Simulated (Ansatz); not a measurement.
# Ge (P6₃/mmc, No. 194, 8 atoms in the cell; start mp-1091415; another form than the element's usual one)

All values below come from r²SCAN+rVV10 (PAW; Ansatz, a program for electronic structure).

Run with plane-wave cutoff 560 eV, 18×18×4 k mesh (along the axes of the cell as run), Fermi–Dirac smearing 0.05 eV, scalar-relativistic PAW data made under PBE.

Cell (relaxed at this level):

```
Ge
1.0
    3.98936     0.00000     0.00000
   -1.99468     3.45488     0.00000
    0.00000     0.00000    13.10902
Ge
8
Cartesian
  0.00000   0.00000   5.33341
  0.00000   0.00000   7.77561
  0.00000   0.00000  11.88792
  0.00000   0.00000   1.22110
  0.00000   2.30326   4.51075
  1.99468   1.15163   8.59827
  1.99468   1.15163  11.06526
  0.00000   2.30326   2.04376
```

```
Property                        Value
--------  ---------------------------
band gap  0.28 eV (on the SCF k mesh)
```

Note: the relaxation could not lower the start's symmetry, so the cell can be a saddle point above a distorted one.

Spin–orbit coupling is not included.

The result took about 9 core-minutes (a rough figure).

A start named mp-… is a Materials Project structure, which need not be a measured phase.
